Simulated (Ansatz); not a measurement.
MoI2 (Cmce, No. 64), treated with LDA in Ansatz (plane waves, PAW).

Numerical settings: plane-wave cutoff 520 eV, 4×4×4 k mesh, Fermi–Dirac smearing 0.01 eV, no spin polarisation, scalar-relativistic PAW data made under PBE.

Cell (relaxed at this level):

MoI₂ is taken in the orthorhombic space group Cmce (No. 64), Pearson symbol oS72. Conventional cell: a = 15.471 Å, b = 12.363 Å, c = 12.364 Å, α = 90.00°, β = 90.00°, γ = 90.00°. I1 on 8d has 1 Mo at 2.782 Å. Mo1 on 8d is surrounded by 5 I at 2.748–2.782 Å (square pyramidal). I2 on 8f sees 2 Mo at 2.835 Å (bent). I3 on 16g is coordinated by 3 Mo at 2.742–2.748 Å (trigonal pyramidal). Mo2 on 8f sees 5 I at 2.742–2.835 Å (square pyramidal). I4 on 16g is surrounded by 3 Mo at 2.740–2.750 Å (trigonal pyramidal). Mo3 on 8f sees 5 I at 2.740–2.836 Å (square pyramidal). (Neighbours: up to the widest gap in distance over summed covalent radii, below 1.35, at either atom; cation-cation and far metal-metal contacts left out.)
(The calculation used a cell of 36 atoms; values per cell refer to that cell.)

Question: Estimate the band gap and Γ–Γ gap that the calculation returns.

Answer: 
- band gap: 1.66 eV (on the SCF k mesh)
- Γ–Γ gap: 1.78 eV

Note: the relaxation could not lower the start's symmetry, so the cell can be a saddle point above a distorted one; the volume lies 5 % below that of the published cell.

Spin–orbit coupling is not included; with these elements it can move the gap by several tenths of an eV or more.

Static lattice: no zero-point or thermal effects.

Ansatz is an electronic-structure program.
